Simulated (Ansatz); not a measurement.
# F-capped Si nanowire along [110], 8 atoms a period besides the caps

Levels: PBE (plane waves to 420 eV, PAW; Ansatz, a quantum-chemistry and plane-wave program); r2SCAN (plane waves to 500 eV, PAW; Ansatz); Ansatz with HSE06. Unmarked values and the geometry are of the first. Mesh 1×1×8. No spin polarisation. One-dimensional cell, images about 11 Å apart. An idealised model, cut from the bulk lattice. Symmetry and one short period hold its shape; lower forms weren't sought. HSE06 ran on a 1×1×5 mesh and at PBE's edge points. Buckling under compression is shut out by symmetry and the short period.

| Item | Value |
|---|---|
| period along the axis (16 atoms) | 3.945 Å |
| largest distance between nuclei across the axis | 8.91 Å |
| energy over the bulk Si and F2 molecule | -3569 meV per atom other than the caps |
| PBE gap | 1.35 eV, direct at Γ |
| electron mass along the axis (PBE) | 0.13 mₑ |
| hole mass along the axis (PBE) | 0.15 mₑ |
| valence and conduction edges under the vacuum level (PBE) | 6.49 and 5.14 eV |
| r2SCAN gap at this geometry | 1.57 eV |
| HSE06 gap at this geometry | 2.10 eV |
| axial stiffness dF/dε | 72 nN |

```
CELL_PARAMETERS angstrom
     18.00000     0.00000     0.00000
      0.00000    20.00000     0.00000
      0.00000     0.00000     3.94465
ATOMIC_POSITIONS crystal
  Si 0.39144 0.46686 0.00000
  Si 0.39144 0.53314 0.50000
  Si 0.50000 0.33416 0.50000
  Si 0.50000 0.39976 0.00000
  Si 0.50000 0.60024 0.50000
  Si 0.50000 0.66584 0.00000
  Si 0.60856 0.46686 0.00000
  Si 0.60856 0.53314 0.50000
  F  0.31941 0.41811 0.00000
  F  0.31941 0.58189 0.50000
  F  0.42820 0.28672 0.50000
  F  0.57180 0.28672 0.50000
  F  0.42820 0.71328 0.00000
  F  0.57180 0.71328 0.00000
  F  0.68059 0.41811 0.00000
  F  0.68059 0.58189 0.50000
```
